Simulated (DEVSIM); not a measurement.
System: Al0.2Ga0.8As/GaAs n-p heterojunction, at 450 K.

Layer 1 from the left is Al0.2Ga0.8As, thickness (μm) 0.910, Nd (cm⁻³) 2.9e16, τn (s) 1.1e-9, τp (s) 1.1e-9. Layer 2 from the left is GaAs, thickness (μm) 0.160, Na (cm⁻³) 1.9e16, τn (s) 1.1e-9, τp (s) 1.1e-9.

Left contact: ohmic. Right contact: ohmic. Voltage is applied to the left contact. Recombination: SRH at mid-gap, radiative. Mobility is μmin + (μ − μmin)/(1 + (N/Nref)^α).

This is a model device: material constants are rounded textbook-type values typed into the input, and sizes, dopings and lifetimes were drawn at random. Values at 300 K; Nc and Nv go as T^1.5, mobilities as T to minus their exponent, the gap by Varshni's rule with the affinity fixed.

Al0.2Ga0.8As: gap (eV) 1.6734, affinity (eV) 3.912, permittivity 12.33, Nc (cm⁻³) 6.04e17, Nv (cm⁻³) 9e18, μn (cm²/Vs) 4980, μp (cm²/Vs) 250, μn,min 500, μp,min 20, Nref,n 6e16, Nref,p 1.5e17, αn 0.39, αp 0.38, T exponent of μn 2.1, T exponent of μp 2.2, B (cm³/s) 2e-10, Varshni α (eV/K) 0.000541, Varshni β (K) 204. GaAs: gap (eV) 1.424, affinity (eV) 4.07, permittivity 12.9, Nc (cm⁻³) 4.7e17, Nv (cm⁻³) 9e18, μn (cm²/Vs) 8500, μp (cm²/Vs) 400, μn,min 500, μp,min 20, Nref,n 6e16, Nref,p 1.5e17, αn 0.39, αp 0.38, T exponent of μn 2.1, T exponent of μp 2.2, B (cm³/s) 2e-10, Varshni α (eV/K) 0.000541, Varshni β (K) 204.

Model (solved in DEVSIM): 1D drift-diffusion, Boltzmann statistics, complete ionisation; no tunnelling, impact ionisation, image-force lowering or self-heating. Band offsets follow the typed affinities; no thermionic-emission limit at abrupt steps, no polarisation charge.

**Question.** What does the simulation give for the potential step across the device at zero bias, the dark forward voltage at 1 A/cm², the largest field in the device at zero bias?

**Answer.** potential step across the device at zero bias 1.107 V; dark forward voltage at 1 A/cm² 0.505 V; largest field in the device at zero bias 62000 V/cm.
